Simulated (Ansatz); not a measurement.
**PbTe, element substitutions**

Take PbTe in the rock salt structure (space group Fm-3m, No. 225; a = 6.569 Å) as the base.

Each row replaces one element on all its sites; cell and atoms are relaxed.

Level of theory: PBE/PAW in Ansatz (an electronic-structure program), spin-orbit coupling left out, earlier PAW set.

```json
[
 {"change": "base", "band gap": "0.83 eV", "shortest interatomic distance": "6.207 bohr", "density": "7.84 g/cm³"},
 {"change": "Te → Cd", "band gap": "zero", "shortest interatomic distance": "___", "density": "___"},
 {"change": "Te → Se", "band gap": "0.44 eV", "shortest interatomic distance": "5.874 bohr", "density": "7.91 g/cm³"},
 {"change": "Te → Ru", "band gap": "zero", "shortest interatomic distance": "5.204 bohr", "density": "12.25 g/cm³"}
]
```

Question: What belongs in the blanks?

Answer: 
- Te → Cd, shortest interatomic distance: 5.885 bohr
- Te → Cd, density: 8.78 g/cm³

Spin-orbit coupling, missing from the scalar runs, can matter with Pb and Te. Stability against distortions was not tested. As relaxed here, CdPb and RuPb are hypothetical phases, not in the database extracts checked. The final runs are not spin-polarised.
